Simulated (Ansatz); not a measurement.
The parent structure is NaCl in the rock salt structure (space group Fm-3m, No. 225; a = 5.6955 Å).

Method: Kohn–Sham DFT with the PBE functional, run in Ansatz (a program for electronic structure) with PAW and 420 eV plane waves, scalar-relativistic without spin-orbit coupling.

Base values:

```
Item                    Value
-------------  --------------
Electron mass  0.40 mₑ (at Γ)
Gap character     direct at Γ
Band gap              5.00 eV
```

One thing is altered: an isotropic linear strain of −3.00 %; the atoms relax in the strained cell.

### Question
Predict the new electron mass, gap character, band gap and energy relative to the base.

### Answer
The electron mass becomes 0.39 mₑ (at Γ) (base: 0.40 mₑ (at Γ)); the gap character stays direct at Γ; the band gap increases by 0.36 eV to 5.36 eV; the energy goes up by 15 meV/atom.

Masses are band curvatures over ±0.01 Å⁻¹ around the edge. No phonon test of stability was made.
